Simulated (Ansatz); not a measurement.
The parent structure is AlN in the zinc blende structure (space group F-43m, No. 216; a = 4.378 Å).

Level of theory: DFT with PBEsol, PAW potentials and a 420 eV plane-wave cutoff in Ansatz (a program for electronic structure), spin-orbit coupling left out.

For the base:

* **Gap character**: indirect, Γ → X
* **Band gap**: 3.19 eV

Perturbation: the cell is scaled by 1.0150 in all directions, atoms relaxed at fixed cell.

Problem. Estimate the effect on the energy relative to the base, gap character, band gap and hole mass.

Solution. The energy rises by 13 meV/atom; the gap character stays indirect, Γ → X; the band gap drops by 0.02 eV to 3.17 eV; the hole mass (degenerate bands, along [100]) amounts to 0.29, 1.4, 1.4 mₑ (at Γ).

The cells carry an imposed strain or load. Effective masses come from finite differences of ±0.01 Å⁻¹. Whether these cells are dynamically stable was not tested. This is not the structure that AlN has at room temperature and ambient pressure.
